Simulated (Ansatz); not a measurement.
Base system: Ir in the fcc (Cu type) structure (space group Fm-3m, No. 225; a = 3.845 Å; relaxed with 0.1 eV smearing). Axes: x, y, z lie along the cube axes.

Method: DFT with r2SCAN, PAW potentials and a 500 eV plane-wave cutoff in Ansatz (an electronic-structure program), no SOC.

For the base:

| Property | Result |
|---|---|
| Pressure | 0.0 GPa |
| Shortest interatomic distance | 2.719 Å |

One thing is altered: a pure shear with ε_xy = ε_yx = 0.0171; the atoms relax in the strained cell.

**Question.** What does the calculation give for the pressure, energy relative to the base and shortest interatomic distance after the change?

**Answer.** The pressure (mean of the normal stresses, compression positive) goes from zero to 0.6 GPa; the energy goes up by 14 meV/atom; the shortest interatomic distance drops by 0.0465 Å, from 2.719 Å to 2.672 Å.

No phonon test of stability was made. All final runs are without spin polarisation.
